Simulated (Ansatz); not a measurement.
System: CsCl-type AuZn (cubic form, which distorts at low temperature). Method: PBE (Ansatz, a program for electronic structure, PAW).

Output (set-up and result lines):

```
Crystal: 2 atoms, lattice volume = 31.167 Å³
Basis set: ecut = 520 eV, 847 PW (Γ), exchange–correlation on 48×48×48 points (8 copies of the dense FFT grid, shifted against one another)
Bands: 20, of which v1, the nominal top of the filled ones, is band 16 counted from 1 (15 counted from 0)
Symmetry: 48 space group operations
Space group: Pm-3m (ITA 221), of the structure as read, at distance tolerance 3.1e-5 Å
k-points: 220 of 5832
Functional: x = pbe(κ = 0.804, μ = 0.2195149727645171), c = pbe(β = 0.06672455060314922)
SCF iter   1: F=—  HF=-16468.771589 eV  |F-HF|=—  |Δ(HF+E_count)|=         —  Δρ=1.91e-3  dr2=1.05e-3
SCF iter   2: F=—  HF=-16468.772370 eV  |F-HF|=—  |Δ(HF+E_count)|=   7.81e-4  Δρ=1.01e-3  dr2=2.00e-4
  ...
SCF iter   7: F=—  HF=-16468.772369 eV  |F-HF|=—  |Δ(HF+E_count)|=  9.86e-10  Δρ=2.86e-6  dr2=1.79e-9
SCF iter   8: F=-16468.772369 eV  HF=-16468.772369 eV  |F-HF|=1.46e-11  |Δ(HF+E_count)|=  4.11e-10  Δρ=3.50e-7  dr2=3.23e-11
SCF 1 converged in 8 iterations: F = -16468.772369 eV  dr2 = 3.23e-11
SCF converged after 8 iterations
Free energy (F): -16468.772369 eV
Internal energy: -16468.768996 eV  (E = F + TS)
E sigma→0 (E₀):  -16468.770682 eV
Fermi energy:    17.114623 eV
--- Forces (eV/Å), atoms counted from 1 ---
  atom   1  Zn    -0.00000000     0.00000000    -0.00000000
  atom   2  Au     0.00000000    -0.00000000     0.00000000
--- Stress (GPa, compression-positive) ---
        4.849284      -0.000000       0.000000
       -0.000000       4.849284      -0.000000
        0.000000       0.000000       4.849284
  P = ⅓ Tr σ = 4.8493 GPa (48.493 kbar)
```

Question: Write an input file that could have produced this run (the log leaves some choices open).

Answer: One answer among several that fit: 
Ansatz 0.2 input:
```yaml
crystal:
  lattice:
    - [-3.147, 0.0, 0.0]
    - [0.0, -3.147, 0.0]
    - [0.0, 0.0, -3.147]
  atoms:
    - { symbol: Zn, position: [0.5, 0.5, 0.5] }
    - { symbol: Au, position: [0.0, 0.0, 0.0] }
basis:
  ecutwfc: 520
  ecutrho_ratio: 4
  xc_grid: 2
kpoints:
  mp_grid: { grid: [18, 18, 18] }
hamiltonian:
  xc: pbe
  dispersion: none
  pseudopotentials: { kind: paw }
scf:
  occupations: { method: fermi_dirac, width: 0.05 }
  convergence: { dr2_threshold: 0.0000000002 }
output:
  forces: true
  stress: true
  eigenvalues: true
```

Note: symmetry holds this phase in the static calculation, where it need not be a minimum. Note: cell and atoms aren't relaxed at this level (pressure 4.8 GPa).

It cost very roughly 8 core-seconds of CPU time.
